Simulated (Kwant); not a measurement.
System: wire with one Gaussian impurity in a InAs two-dimensional gas. Effective mass 0.023 mₑ, grid spacing 6.7 nm, hard walls, nominal width 200 nm (29 grid rows, so walls 201 nm apart), one parabolic valley, scattering region 600 nm long along x; energies count from the band bottom; Fermi energy swept from 0.00032698 to 0.0069484 eV. Impurity U exp(−r²/2σ²), U = -0.031 eV, σ = 10 nm, 40 nm off the axis.

Constants are typed, rounded textbook-type inputs, not results; the design itself was drawn at random and stands for no fabricated device.

Kwant, effective-mass tight-binding model on a square grid, one spin, coherent transport at 0 K. Conductance is in e²/h.

**Question.** How many channels do the leads carry at E = 2.39, 4.22 meV?

**Answer.** The hard-wall thresholds are n² ħ²π²/(2mW²) = n² × 0.405 meV with W = 201 nm. √(2.39/0.405) = 2.43, so 2. √(4.22/0.405) = 3.23, so 3.
